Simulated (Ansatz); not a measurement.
Base system: CuI in the zinc blende structure (space group F-43m, No. 216).

```
CuI
1.0
    0.00000     3.01140     3.01140
    3.01140     0.00000     3.01140
    3.01140     3.01140     0.00000
Cu I
1 1
Direct
  0.00000   0.00000   0.00000
  0.25000   0.25000   0.25000
```

Cartesian axes are those of the cell as printed.

All numbers come from plane-wave PAW DFT at the r2SCAN level (Ansatz, a quantum-chemistry and plane-wave program, 500 eV), no spin-orbit coupling.

Before the change:

| Quantity | Result |
|---|---|
| Valley order | Γ 1.67 eV; L along ⟨111⟩ 2.57 eV; X along ⟨100⟩ 2.90 eV |

It is then changed as follows: biaxial strain −1.25 %, plane normal [111], relaxed out of plane (Cartesian); in-plane vectors clamped, the third vector and the atoms free.

Problem. What does the calculation give for the energy relative to the base after the change?

Solution. The energy grows by 2.2 meV/atom.

Problem. Predict the new valley order.

Solution. The valley order (the lowest conduction-band minima on the path, energy above the VBM, named in the base's zone) goes from Γ 1.67 eV; L along ⟨111⟩ 2.57 eV; X along ⟨100⟩ 2.90 eV to Γ 1.70 eV; L along [1-11] 2.52 eV; L along [111] 2.73 eV; X along [100] 2.83 eV.

Spin-orbit coupling, missing from the scalar runs, can matter with I. The levels and masses belong to the bands next to the band gap. Whether these cells are dynamically stable was not tested. All final runs are without spin polarisation.
